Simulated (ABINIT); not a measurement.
ABINIT run on Ca₂CdPt₂ (Immm, 5 atoms in the cell): self-consistent single point.

Method: LDA (PW92), PAW (JTH v2.0 LDA PAW) (plane waves; ABINIT).

The change in words: lattice scaled by 0.98. Reference geometry:
```xyz
5
Lattice="-2.2248 2.9469 4.2692 2.2248 -2.9469 4.2692 2.2248 2.9469 -4.2692" Properties=species:S:1:pos:R:3 pbc="T T T"
Ca     2.2248     0.0000     2.5529
Ca     0.0000     2.9469     1.7163
Cd     0.0000     0.0000     0.0000
Pt     0.0000     1.3256     4.2692
Pt     2.2248     1.6213     0.0000
```

Reference input (self-consistent single point, DFT, LDA (PW92), plane waves, PAW (JTH v2.0 LDA PAW)): pseudos = [Ca.LDA_PW-JTH.xml, Cd.LDA_PW-JTH.xml, Pt.LDA_PW-JTH.xml]; ecut = 21 Ha; pawecutdg = 42 Ha; ixc = 7; occopt = 7; tsmear = 0.00367493 Ha; ngkpt = 5 5 5; nshiftk = 1; shiftk = 0 0 0; potentials = JTH v2.0 LDA PAW; nband = 34; kptopt = 1. This run's input differs from it in these lines:

```diff
@@ -5,5 +5,5 @@
 rprim
-        -2.2248300000    2.9469300000    4.2692100000
-         2.2248300000   -2.9469300000    4.2692100000
-         2.2248300000    2.9469300000   -4.2692100000
+        -2.1803330000    2.8879910000    4.1838260000
+         2.1803330000   -2.8879910000    4.1838260000
+         2.1803330000    2.8879910000   -4.1838260000
 natom 5
```

The program printed (abridged):

```
--- !BeginCycle
solver: {iscf: 17, nstep: 80, nline: 4, wfoptalg: 10, }
tolerances: {tolvrs: 1.00E-12, }
...

     iter   Etot(hartree)      deltaE(h)  residm     nres2
 ETOT  1  -176.01648336114    -1.760E+02 1.992E-01 3.967E+01
 ETOT  2  -176.52177257266    -5.053E-01 2.993E-02 2.830E+01
 ETOT  3  -176.38300253969     1.388E-01 2.118E-02 2.722E+00
 ETOT  4  -176.38926615912    -6.264E-03 1.278E-02 4.106E-01
 ETOT  5  -176.39068983727    -1.424E-03 1.696E-02 1.634E-01
   [... 33 lines left out ...]
 ETOT 39  -176.39090956599     1.563E-12 1.391E-05 5.181E-12
 ETOT 40  -176.39090956599     7.674E-13 1.538E-05 2.928E-12
 ETOT 41  -176.39090956599    -2.643E-12 1.063E-05 1.705E-12
 ETOT 42  -176.39090956599     2.643E-12 1.171E-05 7.175E-13
 At SCF step   42       nres2   =  7.18E-13 < tolvrs=  1.00E-12 =>converged.

 Cartesian components of stress tensor (hartree/bohr^3)
  sigma(1 1)= -2.38173265E-06  sigma(3 2)=  0.00000000E+00
  sigma(2 2)=  3.96179928E-05  sigma(3 1)=  0.00000000E+00
  sigma(3 3)=  1.46691008E-05  sigma(2 1)=  0.00000000E+00

 ----iterations are completed or convergence reached----

 reduced coordinates (array xred) for    5 atoms
       0.298990000000      0.798990000000      0.500000000000
       0.701010000000      0.201010000000      0.500000000000
       0.000000000000      0.000000000000      0.000000000000
       0.724910000000      0.500000000000      0.224910000000
       0.275090000000      0.500000000000      0.775090000000
 cartesian forces (eV/Angstrom) at end:
    1      0.00000000000000     0.00000000000000    -0.03881426117545
   [... lines left out ...]
 Fermi (or HOMO) energy (eV) =   6.90433   Average Vxc (eV)= -10.57330
   [... lines left out ...]
'-kT*entropy'       : -3.94104351377447E-04
total_energy        : -1.76390908810510E+02
total_energy_eV     : -4.79984072905704E+03
...

-Cartesian components of stress tensor (GPa)         [Pressure= -5.0904E-01 GPa]
- sigma(1 1)= -7.00729821E-02  sigma(3 2)=  0.00000000E+00
- sigma(2 2)=  1.16560140E+00  sigma(3 1)=  0.00000000E+00
- sigma(3 3)=  4.31579773E-01  sigma(2 1)=  0.00000000E+00

 Calculation completed.
```

The run converged in 42 iterations. 

The starting cell comes from a database of computed structures (which also holds hypothetical and non-ambient phases and stackings), without a prior relaxation at this level. For this run, on top of that: lattice scaled by 0.98. Spin polarisation is off.

These are the values that this program gave, and no reference: the one-centre exchange-correlation terms come from a truncated expansion.

Cost on one core of a shared machine: roughly 9 min.
